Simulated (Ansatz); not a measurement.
Functionals compared on the (11-21) surface of hcp Hf in its 1x1 cell, outermost plane spacing 0.76 Å in the ideal cut, in Ansatz (plane waves, PAW). The structure was relaxed with PBE; the other rows are single points on it, each with its references at the same level. Cutoff 420 eV (500 eV for r2SCAN).

Set-up: 14 atoms, 9.9 Å thick at the start (thin: gaps and levels are the slab's own); mesh 8x7x1; 0.1 eV smearing; dipole correction on; all atoms relaxed; symmetry of the start imposed; no spin, no spin-orbit, no U. These notes are the PBE run's.

```tsv
functional	surface energy (J/m²)	work function of the top face (eV)	rough cost of the single point
PBE	1.93	3.44	–
LDA	2.16	3.69	around 6 core-minutes (rough)
PBEsol	…	…	very roughly 6 core-minutes
RPBE	1.81	3.30	around 6 core-minutes (rough)
r2SCAN	2.11	3.41	around 15 core-minutes (rough)
```

### Question
Fill in the missing entries.

### Answer

- PBEsol, surface energy (J/m²): 2.11
- PBEsol, work function of the top face (eV): 3.51

Ansatz is a first-principles code.
